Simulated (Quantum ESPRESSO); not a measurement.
Input and output of a self-consistent single point for Li₃Mg (P1, 8 atoms in the cell) (Quantum ESPRESSO).

Method of the run: LDA (PW92), PseudoDojo standard norm-conserving (LDA) pseudopotentials (plane waves; Quantum ESPRESSO 7.5).

The change in words: atoms moved at random. Reference geometry:
```
CELL_PARAMETERS angstrom
      6.09096     0.00000     0.00000
     -3.04548     5.27493     0.00000
      0.00000     0.00000     5.01154
ATOMIC_POSITIONS crystal
  Li 0.33354 0.16677 0.25000
  Li 0.66646 0.83323 0.75000
  Li 0.16677 0.33354 0.75000
  Li 0.83323 0.66646 0.25000
  Li 0.83323 0.16677 0.25000
  Li 0.16677 0.83323 0.75000
  Mg 0.33333 0.66667 0.25000
  Mg 0.66667 0.33333 0.75000
```

Reference input (self-consistent single point, DFT, LDA (PW92), plane waves, PseudoDojo standard norm-conserving (LDA) pseudopotentials): ecutwfc = 85 Ry; occupations = smearing; smearing = fd; degauss = 0.0036749 Ry; potentials = {Li: Li.upf, Mg: Mg.upf}; K_POINTS = automatic 4 4 5 0 0 0; conv_thr = 1e-10 Ry. This run's input differs from it in these lines:

```diff
@@ -24,10 +24,10 @@
 ATOMIC_POSITIONS {bohr}
-Li    2.87934562    1.66239097    2.36760952
-Li    2.87577745    8.30577459    7.10282855
-Li    0.00000000    3.32478194    7.10282855
-Li    5.75512307    6.64338362    2.36760952
-Li    8.63090051    1.66239097    2.36760952
-Li   -2.87577745    8.30577459    7.10282855
-Mg    0.00000000    6.64544370    2.36760952
-Mg    5.75512307    3.32272185    7.10282855
+Li    2.80276798    1.48695124    2.44353402
+Li    2.88401305    8.26965985    7.14511405
+Li   -0.04466551    3.42568965    6.99136149
+Li    5.74658252    6.59314400    2.34100705
+Li    8.70086562    1.69529587    2.41984845
+Li   -2.76569348    8.34467029    7.11462871
+Mg   -0.08583191    6.73084424    2.40553862
+Mg    5.78244269    3.32642666    7.02071985
 K_POINTS {automatic}
@@ -35,4 +35,4 @@
 CELL_PARAMETERS {angstrom}
-   6.09095995     0.00000000     0.00000000
-  -3.04547997     5.27492605     0.00000000
+   6.09096000     0.00000000     0.00000000
+  -3.04548000     5.27492600     0.00000000
    0.00000000     0.00000000     5.01154000
```

Output (repeated stretches shortened):

```
     Self-consistent Calculation

     iteration #  1     ecut=    85.00 Ry     beta= 0.70

     Threshold (ethr) on eigenvalues was too large:
     Diagonalizing with lowered threshold

     total energy              =    -322.52331700 Ry
     estimated scf accuracy    <       0.04898895 Ry

     iteration #  2     ecut=    85.00 Ry     beta= 0.70

     total energy              =    -322.53267873 Ry
     estimated scf accuracy    <       0.01692187 Ry

     iteration #  3     ecut=    85.00 Ry     beta= 0.70

     total energy              =    -322.53623786 Ry
     estimated scf accuracy    <       0.00065825 Ry

   [... 5 blocks of this kind left out ...]

     iteration #  9     ecut=    85.00 Ry     beta= 0.70

     total energy              =    -322.53635765 Ry
     estimated scf accuracy    <          3.3E-10 Ry

     iteration # 10     ecut=    85.00 Ry     beta= 0.70
     End of self-consistent calculation

     the Fermi energy is     2.0826 ev

!    total energy              =    -322.53635765 Ry
     estimated scf accuracy    <          3.3E-11 Ry
     smearing contrib. (-TS)   =      -0.00186062 Ry
     internal energy E=F+TS    =    -322.53449702 Ry

     convergence has been achieved in  10 iterations

     Forces acting on atoms (cartesian axes, Ry/au):

     atom    1 type  1   force =     0.00091367    0.00799863   -0.00400399
     atom    2 type  1   force =     0.00187787    0.00261130   -0.00121857
     atom    3 type  1   force =     0.00264561   -0.00252754    0.00528864
     atom    4 type  1   force =    -0.00190639   -0.00099442    0.00082402
     atom    5 type  1   force =    -0.00290926   -0.00187256   -0.00338685
   [... lines left out ...]

     Total force =     0.015941     Total SCF correction =     0.000014

          total   stress  (Ry/bohr**3)                   (kbar)     P=      -10.89
  -0.00007868  -0.00000834  -0.00000022          -11.57       -1.23       -0.03
  -0.00000834  -0.00006997  -0.00000106           -1.23      -10.29       -0.16
  -0.00000022  -0.00000106  -0.00007348           -0.03       -0.16      -10.81

   JOB DONE.
```

The run converged in 10 iterations. Against the reference run the free energy rises by 4.3 meV/atom, the pressure moves little (-1.16 to -1.09 GPa) and the largest force goes from 0.001 to 0.231 eV/Å.

The starting cell comes from a database of computed structures (which also holds hypothetical and non-ambient phases and stackings), without a prior relaxation at this level. For this run, on top of that: atoms moved at random.

Cost on one core of a shared machine: roughly 2 min.
